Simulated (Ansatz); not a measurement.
MgCO3 (R-3c, No. 167), treated with LDA (Ansatz, an electronic-structure program, plane waves, PAW).

Run with plane-wave cutoff 520 eV, 10×10×10 k mesh, Fermi–Dirac smearing 0.01 eV, scalar-relativistic PAW data made under PBE.

Cell (measured lattice):

```
CELL_PARAMETERS angstrom
      5.17635    -2.31600     0.00000
      5.17635     2.31600     0.00000
      4.14013     0.00000     3.87528
ATOMIC_POSITIONS crystal
  Mg 0.00000 0.00000 0.00000
  Mg 0.50000 0.50000 0.50000
  C  0.25000 0.25000 0.25000
  C  0.75000 0.75000 0.75000
  O  0.52748 0.97252 0.25000
  O  0.02748 0.75000 0.47252
  O  0.25000 0.52748 0.97252
  O  0.47252 0.02748 0.75000
  O  0.97252 0.25000 0.52748
  O  0.75000 0.47252 0.02748
```

Task: Estimate the band gap, smallest direct gap on the k points sampled and direct gap at Γ that the calculation returns.

Result: 
band gap: 4.92 eV (indirect)
smallest direct gap on the k points sampled: 5.60 eV
direct gap at Γ: 5.76 eV

Note: cell and atoms aren't relaxed at this level (pressure -5.0 GPa).

The computed numbers hold no vibrational or temperature effects.

The result took roughly 50 core-seconds.
